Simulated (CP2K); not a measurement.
## How a calculation on SnSe (Pmmn, 8 atoms in the cell) responds to its settings

```
CELL_PARAMETERS angstrom
      5.74418     0.00000     0.00000
      0.00000    13.13297     0.00000
      0.00000     0.00000     3.04576
ATOMIC_POSITIONS crystal
  Sn 0.50000 0.37024 0.91328
  Sn 0.50000 0.62976 0.91328
  Sn 0.00000 0.12976 0.08672
  Sn 0.00000 0.87024 0.08672
  Se 0.50000 0.16081 0.03099
  Se 0.50000 0.83919 0.03099
  Se 0.00000 0.33919 0.96901
  Se 0.00000 0.66081 0.96901
```

Base run A: LDA (Pade form), GPW, DZVP-MOLOPT-SR-GTH basis, GTH-PADE potentials (GTH_POTENTIALS) (CP2K), self-consistent single point.

Its settings: CUTOFF = 400 Ry; REL_CUTOFF = 60 Ry; SMEAR/METHOD = MARZARI_VANDERBILT; SIGMA = 0.136 eV; KPOINTS/SCHEME = MONKHORST-PACK 5 2 9; GAMMA_CENTERED = T; XC_FUNCTIONAL = PADE; Sn/BASIS_SET = DZVP-MOLOPT-SR-GTH; Sn/POTENTIAL = GTH-PADE-q4; Se/BASIS_SET = DZVP-MOLOPT-SR-GTH; Se/POTENTIAL = GTH-PADE-q6; METHOD = GPW; EPS_DEFAULT = 1e-10; NGRIDS = 4; SCF_GUESS = ATOMIC; EPS_SCF = 1e-07; MAX_SCF = 100; ADDED_MOS = 8; MIXING/METHOD = BROYDEN_MIXING; MIXING/ALPHA = 0.2.

The starting cell comes from a database of computed structures (which also holds hypothetical and non-ambient phases and stackings), without a prior relaxation at this level. Values carry the incompleteness of an atom-centred basis. In the base run, with a pressure of about -4 GPa the cell is away from its equilibrium volume at this level. The run gives no clean gap (levels at the Fermi energy touch, overlap or are partly filled at this smearing), which alone does not show that the compound is a metal.

ΔF is the free energy per atom less that of run A. 

Run A gave: pressure (GPa) -3.51; largest force (eV/Å) 0.184; TS (meV/atom) 1.8.

Runs:
- B: SMEAR/METHOD: MARZARI_VANDERBILT → GAUSSIAN; SIGMA: 0.136 eV → 0.1 eV
- C: SMEAR/METHOD: MARZARI_VANDERBILT → GAUSSIAN; SIGMA: 0.136 eV → 0.2 eV
- D: SMEAR/METHOD: MARZARI_VANDERBILT → FERMI_DIRAC; SIGMA: 0.136 eV → default; ELECTRONIC_TEMPERATURE: default → 580.23 K
- E: SMEAR/METHOD: MARZARI_VANDERBILT → FERMI_DIRAC; SIGMA: 0.136 eV → default; ELECTRONIC_TEMPERATURE: default → 1160.45 K
- F: SMEAR/METHOD: MARZARI_VANDERBILT → METHFESSEL_PAXTON; SIGMA: 0.136 eV → 0.05 eV
- G: SMEAR/METHOD: MARZARI_VANDERBILT → METHFESSEL_PAXTON; SIGMA: 0.136 eV → 0.2 eV
- H: SIGMA: 0.136 eV → 0.05 eV
- I: SIGMA: 0.136 eV → 0.2 eV

Problem. What does run F change against A?

Solution. The free energy hardly moves (within 1 meV/atom), the pressure stays near -3.56 GPa while the zz stress (positive for compression) goes from -4.32 to -3.94 GPa and the largest force hardly changes (0.184 to 0.187 eV/Å).

Problem. What does run D change against A?

Solution. The free energy drops by 1.9 meV/atom, the pressure stays at -3.51 GPa and the largest force stays at 0.184 eV/Å.

Problem. What does run C change against A?

Solution. The free energy drops by 5.1 meV/atom, the pressure hardly changes (-3.51 to -3.48 GPa) and the largest force stays at 0.184 eV/Å.

```tsv
run	ΔF (meV/atom)	pressure (GPa)	largest force (eV/Å)	TS (meV/atom)
A	0.00	-3.51	0.184	1.8
B	-0.91	-3.52	0.184	3.2
C	-5.1	-3.48	0.184	10.2
D	-1.85	-3.51	0.184	4.8
E	-8.2	-3.46	0.185	15.8
F	0.81	-3.56	0.187	0.0
G	0.07	-3.53	0.184	1.5
H	0.75	-3.55	0.184	0.1
I	-0.86	-3.49	0.184	2.5
```
